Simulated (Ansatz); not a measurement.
Base system: a 12-atom supercell of TiSi2 (space group Cmcm, No. 63; a = 3.527 Å, b = 13.523 Å, c = 3.566 Å) at its relaxed geometry.

Calculations: r2SCAN in Ansatz (plane waves to 500 eV, PAW, spin-orbit coupling left out), earlier PAW set.

Before the change:

| Property | Value |
|---|---|
| Pressure | 0.0 GPa |

Modification: a neutral H interstitial (started 1.80 Å from the nearest host atom), atoms relaxed at fixed cell, starting from a slightly rattled geometry.

Task: How does this affect the largest displacement of a host atom from its site in the perfect cell, final site of the added atom and pressure?

Result: The largest displacement of a host atom from its site in the perfect cell comes out as 0.09 Å; the final site of the added atom comes out as 2 Si at 1.86 Å and 3 Ti at 1.93–2.01 Å; the pressure goes from zero to 1.9 GPa.

In so small a cell the defect repeats every few ångströms: this is an ordered compound, not a dilute defect. The final runs are not spin-polarised. The defect cell is not spin-polarised.

Ansatz is an electronic-structure program.
